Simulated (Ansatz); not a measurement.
Cubic perovskite SrZrO₃ (cubic high-temperature phase), treated with LDA in Ansatz (plane waves, PAW).

Numerical settings: plane-wave cutoff 500 eV, 10×10×10 k mesh, gaussian smearing 0.02 eV, scalar-relativistic PAW data made under PBE.

Computed at the level's own relaxed cell.

What does this level give for the volume per atom, equilibrium lattice constant a and band gap?


* **volume per atom**: 13.74 Å³/atom
* **equilibrium lattice constant a**: 4.096 Å
* **band gap**: 3.32 eV (on the SCF k mesh)

Note: the relaxation could not lower the start's symmetry, so the cell can be a saddle point above a distorted one.

Spin–orbit coupling is not included.

The computed numbers hold no vibrational or temperature effects.

The result took roughly 50 core-seconds.

Ansatz is a first-principles code.
